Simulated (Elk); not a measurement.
Band structure of Pb (Fm-3m, 1 atom in the cell).

```yaml
crystal:
  lattice:
    - [0.00000, 2.47500, 2.47500]
    - [2.47500, 0.00000, 2.47500]
    - [2.47500, 2.47500, 0.00000]
  atoms:
    - { symbol: Pb, position: [0.00000, 0.00000, 0.00000] }
```

Computed with PBE, all-electron FP-LAPW, Elk's shipped species files, APW+lo basis with extra local orbitals (Elk).

Settings: xctype = 20; rgkmax = 8; swidth = 0.00367493 Ha; ngridk = 9 9 9; gmaxvr = 16 1/bohr; nxlo = 2; lorbcnd = true; lmaxi = 3; maxscl = 100.

The starting cell has typed, rounded lattice constants, without a prior relaxation at this level. Spin-orbit coupling is off. Values depend on the basis (sphere radii, cutoffs, local orbitals), which need not be converged.

Levels in eV from the Fermi level, bands 4 to 10:
| point | 4 | 5 | 6 | 7 | 8 | 9 | 10 |
|---|---|---|---|---|---|---|---|
| Γ | -16.76 | -16.76 | -11.66 | 7.53 | 7.53 | 7.53 | 9.85 |
| X | -16.59 | -16.59 | -6.61 | -3.18 | 2.14 | 2.14 | 5.50 |
| W | -16.72 | -16.59 | -6.50 | -1.28 | -1.28 | 0.37 | 10.98 |
| K | -16.69 | -16.63 | -6.69 | -2.19 | -1.13 | 3.07 | 6.58 |
| L | -16.63 | -16.63 | -8.02 | -4.11 | 5.68 | 5.68 | 9.34 |
| U | -16.69 | -16.63 | -6.69 | -2.19 | -1.13 | 3.07 | 6.58 |

Bands cross the Fermi level along this path, so the cell is metallic at this level.
